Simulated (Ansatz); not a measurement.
Base system: Al in the fcc (Cu type) structure (space group Fm-3m, No. 225; relaxed with 0.1 eV smearing).

```cif
data_Al
_chemical_formula_sum 'Al1'
_space_group_name_H-M_alt 'P 1'
_space_group_IT_number 1
_cell_length_a 2.85725
_cell_length_b 2.85725
_cell_length_c 2.85725
_cell_angle_alpha 60.000
_cell_angle_beta 60.000
_cell_angle_gamma 60.000
loop_
_space_group_symop_operation_xyz
  'x, y, z'
loop_
_atom_site_label
_atom_site_type_symbol
_atom_site_fract_x
_atom_site_fract_y
_atom_site_fract_z
_atom_site_occupancy
Al1 Al 0.00000 0.00000 0.00000 1
```

All numbers come from PBE in Ansatz (plane waves to 420 eV, PAW, without spin-orbit coupling), earlier PAW set.

For the base:

```
Item       Result
--------  -------
Pressure  0.0 GPa
```

Now apply this change: an isotropic linear strain of −1.43 %, atoms relaxed at fixed cell.

Problem. What happens to the energy relative to the base and pressure?

Solution. The energy goes up by 7.7 meV/atom; the pressure goes from zero to 3.7 GPa.

Whether these cells are dynamically stable was not tested.

Ansatz is an electronic-structure program.
